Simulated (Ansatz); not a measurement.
The starting structures come from a database of crystals and need not be the phases stable at ambient conditions.

Tunnelling through a barrier is set by its complex band structure: the current falls as exp(−2κd) with the smallest κ.

Data:

```
Rb2Te5
1.0
    5.80868     0.00000     0.00000
   -2.66075     6.98915     0.00000
    2.66075    -0.83832     6.93869
Rb Te
2 5
Direct
  0.35860   0.68163   0.31837
  0.64140   0.31837   0.68163
  0.00000   0.00000   0.00000
  0.24104   0.14540   0.32992
  0.75896   0.85460   0.67008
  0.75896   0.32992   0.14540
  0.24104   0.67008   0.85460
```

Space group of this cell: C2/m. The cell is taken as given.

Transport runs along the normal of the first two printed cell vectors.

The gap is the functional's own. No spin-orbit coupling. Mid-gap values are interpolated on the energy grid.

Q: Compute, with r2SCAN in Ansatz (a first-principles code), the band gap and the smallest decay constant κ at mid-gap.

A: Gap 0.56 eV on a 6×6×6 mesh; κ = 0.103 1/Å, at (0.500, 0.333) of the in-plane reciprocal vectors. At the zone centre, at the nearest computed energy, the slowest state has κ = 0.14 1/Å.
